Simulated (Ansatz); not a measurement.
N on the 1x1 (110) surface of 3C silicon carbide (cut with top plane C + Si), one in a 1x1 cell, started at the site 'over Si at depth 1.5 Å'

Host crystal: 3C silicon carbide, with a band gap (PBE, scalar-relativistic without spin-orbit coupling).

The numbers are results of PBE (plane waves to 420 eV, PAW; Ansatz, a program for electronic structure), not measurements.

Set-up: 13 atoms, 7.7 Å thick at the start under the adsorbate (thin: gaps and levels are the slab's own); mesh 6x6x1; 0.01 eV smearing; dipole correction on; 6 atoms held, the rest relaxed; held to the start's symmetry, so lower structures may exist; spin-polarised, ending with about 0.1 μB a cell, a value that depends on the mesh; orders that need a larger cell were not tried, no spin-orbit, no U, no dispersion correction. The slab shows no gap over 0.04 eV on its mesh. At the end it is bonded to C. In PBE it is, or lies within 0.03 eV of, the lowest of the starts that converged.

```yaml
energy of the end state, in which the adsorbate broke or entered a bond of the host, against ½ N2(g): 20.7 kcal/mol
change_of_the_step_from_the_bottom_to_the_top_vacuum_level_against_the_clean_slab: 0.080 eV
energy_released_by_relaxation: 1.72 eV
height of the binding atom over the mean of the host atoms within 0.3 Å of the top one: 0.651 Å
largest_move_of_a_host_atom: 0.86 Å
cost: about 5 core-minutes (a rough figure)
```

A negative adsorption energy means that the adsorbate is more stable on the surface than in its reference.
